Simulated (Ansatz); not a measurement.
## Quick settings and what they miss: Ba2TlCuHgO5 (I4mm, 10 atoms in the cell)

Self-consistent single point.

```yaml
crystal:
  lattice:
    - [-1.95410, 1.95410, 12.02019]
    - [1.95410, -1.95410, 12.02019]
    - [1.95410, 1.95410, -12.02019]
  atoms:
    - { symbol: Ba, position: [0.41906, 0.41906, 0.00000] }
    - { symbol: Ba, position: [0.58493, 0.58493, 0.00000] }
    - { symbol: Tl, position: [0.20078, 0.20078, 0.00000] }
    - { symbol: Cu, position: [0.00600, 0.00600, 0.00000] }
    - { symbol: Hg, position: [0.79543, 0.79543, 0.00000] }
    - { symbol: O, position: [0.99832, 0.49832, 0.50000] }
    - { symbol: O, position: [0.49832, 0.99832, 0.50000] }
    - { symbol: O, position: [0.10863, 0.10863, 0.00000] }
    - { symbol: O, position: [0.71061, 0.71061, 0.00000] }
    - { symbol: O, position: [0.87892, 0.87892, 0.00000] }
```

Level of theory: PBEsol, default PAW files made with PBE (plane waves; Ansatz, an electronic-structure program).

Base settings: basis.ecutwfc = 30.9 Ry; kpoints.mp_grid.grid = 7 7 7; kpoints.mp_grid.shift = 0.5 0.5 0.5; hamiltonian.xc = pbesol; hamiltonian.pseudopotentials = {kind: paw} (the program's default PAW files); scf.occupations.method = fermi_dirac; scf.occupations.width = 0.0073 Ry.

Tight run (finer mesh or higher cutoff; not a proven limit): basis.ecutwfc: 30.9 Ry → 43.4 Ry; kpoints.mp_grid.grid: 7 7 7 → 10 10 10; scf.convergence.dr2_threshold: default (1e-07 eV) → 1e-09 eV. It gave Fermi level (on the code's own zero) 8.62 eV; pressure -5.04 GPa; largest force (vector length) 0.547 eV/Å.

Quick runs, as changes from the base:
- A: the base itself
- B: basis.ecutwfc: 30.9 Ry → 24.6 Ry; kpoints.mp_grid.grid: 7 7 7 → 2 2 2; scf.occupations.method: fermi_dirac → cold; scf.occupations.width: 0.0073 Ry → 0.0367 Ry; scf.convergence.dr2_threshold: default (1e-07 eV) → 0.0001 eV
- C: basis.ecutwfc: 30.9 Ry → 15.4 Ry; kpoints.mp_grid.grid: 7 7 7 → 2 2 2; scf.occupations.method: fermi_dirac → methfessel_paxton; scf.occupations.width: 0.0073 Ry → 0.02 Ry
- D: basis.ecutwfc: 30.9 Ry → 21.7 Ry; kpoints.mp_grid.grid: 7 7 7 → 8 8 8; scf.occupations.method: fermi_dirac → methfessel_paxton; scf.occupations.width: 0.0073 Ry → 0.0367 Ry
- E: kpoints.mp_grid.grid: 7 7 7 → 4 4 4; scf.occupations.width: 0.0073 Ry → 0.0147 Ry
- F: basis.ecutwfc: 30.9 Ry → 18.4 Ry; kpoints.mp_grid.grid: 7 7 7 → 1 1 1; hamiltonian.xc: pbesol → lda; scf.occupations.width: 0.0073 Ry → 0.01 Ry [LDA (PW92)]

Energies are extrapolated to zero smearing width, which holds to low order in the width alone.

Dashes: time of B, C, E, F, under 30 s; energy of F, another energy zero.

† marks runs with another functional, U, potentials or spin treatment: their distance from the tight run is not a convergence error alone.

The count of work is k-points × plane waves × bands × iterations; it is no time. Core times come from one kind of shared machine and are given to one figure; runs under 30 s give none.

Pressures in the table are Ansatz's without its Pulay estimate, at a fixed set of plane waves; the tight run's value above holds the estimate.

The starting cell comes from a database of computed structures (which also holds hypothetical and non-ambient phases and stackings), without a prior relaxation at this level. Its lattice was rescaled by a random factor within 2.5 % of one. Spin polarisation is off, so a magnetic state, if there is one, cannot be reached. In the base run, with a pressure of about -5 GPa the cell is away from its equilibrium volume at this level. The run gives no clean gap (levels at the Fermi energy touch, overlap or are partly filled at this smearing), which alone does not show that the compound is a metal.

```
run  energy less tight (meV/atom)  pressure less tight (GPa)  largest miss in a force vector (eV/Å)  count of work / tight  core time / tight (rough)
---  ----------------------------  -------------------------  -------------------------------------  ---------------------  -------------------------
A                             3.2                      -0.41                                  0.024                   0.21                        0.2
B                           113.5                      -6.10                                  0.854                 0.0087                          –
C                          4692.2                    -167.89                                  0.550                 0.0061                          –
D                           330.2                     -18.84                                  0.127                   0.17                        0.2
E                            -6.5                      -0.28                                  0.142                  0.048                          –
F†                              –                     -74.47                                  2.835                 0.0036                          –
```

Among the runs at the tight run's level, the energy misses run from 3.2 to 4692.2 meV/atom.

Keys are those of Ansatz 0.2.
